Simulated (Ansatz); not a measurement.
## Pressure series in hypothetical rock salt BP

Base system: BP in the rock salt structure (space group Fm-3m, No. 225; a = 4.289 Å; a hypothetical phase, not in the database extracts checked).

Cell and atoms are relaxed at each pressure.

Computed with PBEsol/PAW in Ansatz (a program for electronic structure), scalar-relativistic without spin-orbit coupling.

Notes on the quantities. enthalpy: H = E + PV relative to the base's energy.

| case | shortest interatomic distance | enthalpy | density |
|---|---|---|---|
| base | 214.4 pm | – | 3.52 g/cm³ |
| pressure −2 GPa | 215.3 pm | -0.12 eV/atom | 3.48 g/cm³ |
| pressure −1 GPa | 214.8 pm | -0.06 eV/atom | 3.50 g/cm³ |
| pressure 0.3 GPa | 214.3 pm | +0.02 eV/atom | 3.52 g/cm³ |
| pressure 0.7 GPa | 214.1 pm | +0.04 eV/atom | 3.53 g/cm³ |
| pressure 1.5 GPa | 213.8 pm | +0.09 eV/atom | 3.55 g/cm³ |
| pressure 3 GPa | 213.2 pm | +0.18 eV/atom | 3.58 g/cm³ |
| pressure 5 GPa | 212.5 pm | +0.30 eV/atom | 3.62 g/cm³ |
| pressure 7.5 GPa | 211.6 pm | +0.45 eV/atom | 3.66 g/cm³ |
| pressure 10 GPa | 210.7 pm | +0.60 eV/atom | 3.71 g/cm³ |

Load acts through the strain it causes; cell and atoms are relaxed under it. Whether these cells are dynamically stable was not tested. Competing high-pressure phases were not computed. All final runs are without spin polarisation.
